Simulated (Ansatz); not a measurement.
Defect: interstitial Na in 2H silicon carbide, charge state +1. The step: one Na atom jumps by itself; the atom moves 2.53 Å along (0.00, 0.00, 0.50) of the unit cell; the moving atom starts with neighbours 3 C at 2.08, 3 C at 2.39; 3 Si at 2.20, 3 Si at 2.47 Å and ends with 3 C at 2.08, 3 C at 2.39; 3 Si at 2.20, 3 Si at 2.47 Å. A PBE band in Ansatz (plane-wave PAW, the Γ point alone, 72 host sites, 53 SCF runs with any check of the saddle's order, static, no finite-size correction) gives a forward barrier of 3.59 eV. The check of the saddle point's order was inconclusive, and it lies on a symmetry element of the cell, where a band can be held. The host's phase is taken as given; its stability against other phases was not computed. The charge state is imposed; whether it is stable for some Fermi level was not computed. Sites that were not tried may lie lower.

Single points at the band's start and saddle point can refine it. Rough cost of one point, in units of the band's mean SCF on the same machine:

```tsv
Level	Cost of one point
PBE, a 2×2×2 k-point mesh shifted by half a step along c	about 9
r2SCAN at 500 eV, the Γ point alone	about 4
HSE06, Γ point alone	about 20
```

**Question.** Which of these move the barrier by more than 0.1 eV, and how far does each move it?

**Answer.** PBE, a 2×2×2 k-point mesh shifted by half a step along c: 0.00 eV; r2SCAN at 500 eV, the Γ point alone: +0.16 eV; HSE06, Γ point alone: +0.15 eV. Each functional is compared with PBE at the same k-points.

Ansatz is a quantum-chemistry and plane-wave program.
